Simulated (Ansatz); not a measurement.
Amorphous Si24O48NaCl, 74 atoms at 2.19 g/cm³, one PBE-relaxed geometry, zone centre. Methods: PBE, scalar-relativistic without spin-orbit coupling (Ansatz, a quantum-chemistry and plane-wave program); r2SCAN, scalar-relativistic without spin-orbit coupling (Ansatz); HSE06, scalar-relativistic without spin-orbit coupling (Ansatz). Plane waves to 420 eV (r2SCAN 500 eV); exact exchange is cut at the cell's faces. At PBE the levels at the filled edge of the gap are localised (band-tail or defect states), and the nearest spread-out levels lie 5.0 eV apart at the zone centre. The higher rungs were started with moments on some atoms, which died out.

A CHGNet melt-quench gave the starting glass, which DFT then relaxed. Anions were pushed apart under 1.9 Å during the dynamics, to hinder bonds among them. The hot cell started wider than the set density and was brought back towards it in steps. It is the lowest in DFT energy of 2 quenches. It is a model cell: composition and starting density were chosen by hand, and all elements were melted together. No dispersion term was used. Its density started from a set value of 2.21 and ended at 2.19 g/cm³. The simulated quench (nominally 320 K/ps over its main leg) is rapid and tends to freeze in more defects than a deposited or slowly cooled glass has. One small periodic cell is one sample of the glass; other quenches scatter about these values. The volume was free in the relaxation, at fixed shape. Stress components on the final sampling reach 2.9 GPa.

The relaxation ran on the zone centre alone. At PBE the level gap is 2.74 eV on a 2×2×2 Γ-centred mesh, and the spacing at the zone centre alone 2.73 eV.

Problem. What zone-centre spacing does r2SCAN give, roughly?

Solution. 3.31 eV (+0.58 eV against PBE).

Problem. What zone-centre spacing does HSE06 give, roughly?

Solution. 4.35 eV (+1.62 eV against PBE).

The highest filled and the lowest empty state spread over these numbers of atoms (participation numbers): PBE: 1.5 and 59.3; r2SCAN: 1.5 and 59.2; HSE06: 1.5 and 58.2.
